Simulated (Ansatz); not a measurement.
The parent structure is Tl in the hcp (Mg type) structure (space group P6_3/mmc, No. 194).

```cif
data_Tl2
_chemical_formula_sum 'Tl2'
_space_group_name_H-M_alt 'P63/mmc'
_space_group_IT_number 194
_space_group_name_Hall '-P 6c 2c'
_cell_length_a 3.45826
_cell_length_b 3.45826
_cell_length_c 5.52340
_cell_angle_alpha 90.000
_cell_angle_beta 90.000
_cell_angle_gamma 120.000
loop_
_atom_site_label
_atom_site_type_symbol
_atom_site_symmetry_multiplicity
_atom_site_Wyckoff_symbol
_atom_site_fract_x
_atom_site_fract_y
_atom_site_fract_z
_atom_site_occupancy
Tl1 Tl 2 c 0.33333 0.66667 0.25000 1
```

Method: Ansatz (an electronic-structure program), PBEsol, PAW, cutoff 420 eV, no SOC.

For the base:

- c/a ratio: 1.597
- Volume per atom: 28.60 Å³

Now apply this change: cell and atoms relaxed at a pressure of 4.5 GPa.

Task: What happens to the c/a ratio and volume per atom?

Result: The c/a ratio rises by 0.018 to 1.615; the volume per atom decreases by 2.65 Å³, from 28.60 Å³ to 25.95 Å³.

Load acts through the strain it causes; cell and atoms are relaxed under it. Whether these cells are dynamically stable was not tested.
